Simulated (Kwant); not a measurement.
System: wire with a side stub in a In0.53Ga0.47As two-dimensional gas. Effective mass 0.041 mₑ, grid spacing 2.5 nm, hard walls, nominal width 60 nm (23 grid rows, so walls 60 nm apart), one parabolic valley, scattering region 180 nm long along x; energies count from the band bottom; Fermi energy swept from 0.0020381 to 0.024202 eV. Closed stub on one side, 52 nm wide and 63 nm deep.

Constants are typed, rounded textbook-type inputs, not results; the design itself was drawn at random and stands for no fabricated device.

Computed with Kwant: effective-mass tight-binding model on a square grid, one spin, coherent transport at 0 K. Conductance is in e²/h.

### Question
How many channels do the leads carry at E = 12.8, 14.7, 18.6 meV?

### Answer
The hard-wall thresholds are n² ħ²π²/(2mW²) = n² × 2.55 meV with W = 60 nm. √(12.8/2.55) = 2.25, so 2. √(14.7/2.55) = 2.40, so 2. √(18.6/2.55) = 2.70, so 2.
